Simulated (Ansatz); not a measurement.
# Point defect C vacancy + C vacancy + Pt interstitial in diamond

Method: PBE, PAW (plane waves to 420 eV; Ansatz, a program for electronic structure). A 2×2×2 supercell of 64 sites was used; the energies come from a 2×2×2 shifted sampling of its zone. Sites at the start: the C site; C 1.55 Å away; midway between the emptied sites. Energies of charged states are corrected for periodic images (point charge plus alignment at distant sites). Dielectric constants: PBE linear response of the host. Host gap at this level: 4.13 eV. Finite-size and sampling errors can reach tenths of an eV here. Levels are measured in PBE's own, too narrow, gap. Spin–orbit coupling is left out, which matters for these heavy elements. Each state is the lowest found from its start.

Formation energies E_f are given with the Fermi level at the valence-band maximum. Chemical conditions: host crystal and elements as references (Δμ(C) = 0.14 eV, Δμ(Pt) = 0.00 eV; Pt taken from its element, since no compound that bounds it was computed at this level; only phases computed here count, gases as isolated molecules at 0 K). Reference phases: C: graphite, Pt: fcc Pt.

```csv
charge,moment (μB),largest move off a lattice site (Å),image correction with alignment (eV),"E_f, host crystal and elements as references (eV)",above the lowest spin state (eV)
+1*,fractional,0.15,–,–,0.00
0†,fractional,0.14,0.00,7.24,0.00
0†,not spin-polarised,0.14,0.00,7.25,0.01
−1†,quenched,0.13,-0.16,–,0.00
−2†,not spin-polarised,0.12,0.39,–,0.00
−2†,0.0,0.12,0.39,–,0.00
```

* At this level the carrier isn't localised at the defect: at charge +1 holes occupy the valence band. Such a state is shallow or no state of the defect, and this cell gives it no level.

† Not settled in this cell, so no level is given: charge 0: fractional moment, a level filled in part; charge −1: a level filled in part, a large or scattered potential alignment; charge −2: a large or scattered potential alignment.

Starting moments that weren't kept: charge +1 began with 1 μB and ended with 0.5; charge 0 began with 2 μB and ended with 0.5; charge −1 began with 1 μB and ended with 0.0; charge −2 began with 2 μB and ended with 0.0.

Flagged in the runs: a doubtful potential alignment.

All states together cost around 28 core-minutes (rough).
